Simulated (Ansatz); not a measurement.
Results of RPBE (Ansatz, a program for electronic structure, plane waves, PAW) for hcp Gd.

Settings: plane-wave cutoff 520 eV, 18×18×10 k mesh (along the axes of the cell as run), Fermi–Dirac smearing 0.05 eV, spin-polarised with parallel moments, scalar-relativistic PAW data made under PBE.

Computed at the level's own relaxed cell.

Task: Give the computed c axis length, magnetic moment per atom (the cell's total over its atoms), bulk modulus, lattice constant a and volume per atom.

Result: 
c axis length: 5.948 Å
magnetic moment per atom (the cell's total over its atoms): 7.71 μB
bulk modulus: 30.3 GPa
lattice constant a: 3.709 Å
volume per atom: 35.43 Å³/atom

The run finds no gap.

Measured, for comparison: lattice parameter c 5.782 Å (293 K, not corrected to a static lattice; as tabulated in Wikipedia's data pages); bulk modulus 37.9 GPa (room temperature, not corrected to a static lattice; as tabulated in Wikipedia's data pages); lattice constant a 3.634 Å (293 K, not corrected to a static lattice, our sources range from 3.634 to 3.640; as tabulated in Wikipedia's data pages); equilibrium volume per atom 33.05 Å³/atom (room temperature, not corrected to a static lattice; as tabulated in Söderlind et al. (2014), doi:10.1088/0953-8984/26/41/416001). Computed (rounded) less measured: lattice parameter c +2.9 %, bulk modulus -20 %, lattice constant a +2.1 % (+1.9 % to +2.1 % over the range), equilibrium volume per atom +7.2 %.

Note: the 4f shell is treated without U or exact exchange, so its levels and filling can be wrong; the collinear magnetic order is the start's and need not be the measured one; the bulk modulus comes from volumes at which shape and atoms were relaxed.

Moments are spin moments.

Spin–orbit coupling is not included.

It cost about 27 core-minutes (a rough figure) of CPU time.
